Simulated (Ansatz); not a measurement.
Consider Ti3Al (space group P6_3/mmc, No. 194; a = 5.7471 Å, c = 4.6315 Å). Axes: x lies along a and z along c of the hexagonal cell.

The values are results of Ansatz (a program for electronic structure), r2SCAN, PAW, cutoff 500 eV, no spin-orbit coupling, not measurements.

Before the change:

Pressure: 0.0 GPa
Shortest interatomic distance: 2.813 Å

One thing is altered: compressive biaxial strain of 4.25 % in the plane normal to [001], as in epitaxy on a mismatched substrate; the out-of-plane cell vector and the atoms relax.

**Question.** Estimate the effect on the pressure, energy relative to the base and shortest interatomic distance.

**Answer.** The pressure (mean of the normal stresses, compression positive) goes from zero to 8.9 GPa; the energy goes up by 54 meV/atom; the shortest interatomic distance decreases by 0.121 Å, from 2.813 Å to 2.692 Å.

Stability against distortions was not tested. The final runs are not spin-polarised.
